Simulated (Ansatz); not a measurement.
Here is the system:

```yaml
crystal:
  lattice:
    - [4.79109, 0.00000, 0.00000]
    - [0.00000, 4.79109, 0.00000]
    - [0.00000, 0.00000, 3.21786]
  atoms:
    - { symbol: Sn, position: [0.00000, 0.00000, 0.00000] }
    - { symbol: Sn, position: [0.50000, 0.50000, 0.50000] }
    - { symbol: O, position: [0.30649, 0.30649, 0.00000] }
    - { symbol: O, position: [0.69351, 0.69351, 0.00000] }
    - { symbol: O, position: [0.80649, 0.19351, 0.50000] }
    - { symbol: O, position: [0.19351, 0.80649, 0.50000] }
```

Method: r2SCAN, rigid bands (plane waves, PAW, scalar-relativistic; Ansatz, an electronic-structure program). Condition of this run: hydrostatic pressure of -2 GPa (compression positive) (the target of the relaxation). Cell: cell and atoms relaxed with PBEsol, then loaded as said.

**Question.** What conductivity effective mass do dilute electrons have at 300 K?

**Answer.** 0.23 (x), 0.23 (y), 0.192 (z) mₑ.

**Question.** Predict the hole conductivity mass (n e² τ/σ) at 300 K, by direction if it differs.

**Answer.** 1.48 (x), 1.48 (y), 2.0 (z) mₑ.

**Question.** And the band gap?

**Answer.** 1.57 eV at this level; semilocal functionals usually fall short of the measured gap.

Rigid bands, one relaxation time for all states, no polarons. Spin-orbit coupling is left out; where it splits the top of the valence band it changes the hole mass and lowers the gap by about a third of the splitting. Geometry: cell and atoms relaxed with PBEsol.
